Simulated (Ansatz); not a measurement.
Take TiS$_{2}$ in the CdI2 type structure (space group P-3m1, No. 164; a = 3.298 Å, c = 5.341 Å; layered, stacked along the Cartesian z axis) as the base.

Method: PBEsol-D3(BJ), PAW, 420 eV (Ansatz, an electronic-structure program; spin-orbit coupling left out).

Base values:

The band gap comes out as zero and the density comes out as 3.70 g/cm³. The gap character is absent.

Modification: every Ti is replaced by Hf; the structure is relaxed again.

Tabulated Pauling electronegativity and covalent radius: Ti 1.54, 1.60 Å; Hf 1.30, 1.75 Å.

Problem. How does this affect the band gap, density and gap character?

Solution. The band gap changes from zero to 0.45 eV; the density rises by 2.93 g/cm³ to 6.63 g/cm³; the gap character changes from absent to indirect, Γ → L.

With Hf present, leaving out spin-orbit coupling can change the band edges. Stability against distortions was not tested. All final runs are without spin polarisation. A zero or small gap of TiS2 can be the functional's error rather than a property of the material.
